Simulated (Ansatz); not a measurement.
WC: alloy series

Take WC (space group P-6m2, No. 187) as the base.

```xyz
2
Lattice="2.8985 0.0000 0.0000 -1.4492 2.5101 0.0000 0.0000 0.0000 2.8277" Properties=species:S:1:pos:R:3 pbc="T T T"
W      0.0000     0.0000     0.0000
C      1.4492     0.8367     1.4139
```

The other end (x = 1) is WGe (space group P-6m2, No. 187; a hypothetical phase, not in the database extracts checked): 15.61 Å³/atom, gap zero; this end may not be an ambient phase.

Ge replaces a fraction x of C; each row is one arrangement (x, atoms in the cell, starting space group or random), fully relaxed.

Method: plane-wave PAW DFT at the PBEsol level (Ansatz, a program for electronic structure, 420 eV), without spin-orbit coupling.

Notes on the quantities. mixing energy: to 0.01 eV only: unlike meshes or grids; against an end that may be hypothetical; deviation of the volume from the linear: Vegard-type) interpolation.

| change | mixing energy | deviation of the volume from the linear | shortest interatomic distance | density |
|---|---|---|---|---|
| base | – | – | 2.191 Å | 15.81 g/cm³ |
| x(Ge) = 0.333, 6 atoms, P-6m2 | +0.11 eV/atom | -1.1 % | 2.199 Å | 15.03 g/cm³ |
| x(Ge) = 0.333, 6 atoms, R32 | +0.48 eV/atom | +1.8 % | 2.243 Å | 14.62 g/cm³ |
| x(Ge) = 0.5, 8 atoms, Cmc2_1 | +0.39 eV/atom | +5.2 % | 2.035 Å | 13.79 g/cm³ |
| x(Ge) = 0.5, 8 atoms, Pmc2_1 | +0.20 eV/atom | +1.9 % | 2.186 Å | 14.23 g/cm³ |
| x(Ge) = 0.667, 6 atoms, P-62m | +0.20 eV/atom | +2.2 % | 2.235 Å | 13.87 g/cm³ |
| x(Ge) = 0.75, 8 atoms, P-6m2 | +0.20 eV/atom | +3.0 % | 2.237 Å | 13.62 g/cm³ |
| x(Ge) = 0.75, 8 atoms, Imm2 | +0.18 eV/atom | +1.8 % | 2.211 Å | 13.78 g/cm³ |

These are small ordered cells, not random alloys; other orderings at the same x differ. No phonon test of stability was made. All final runs are without spin polarisation.
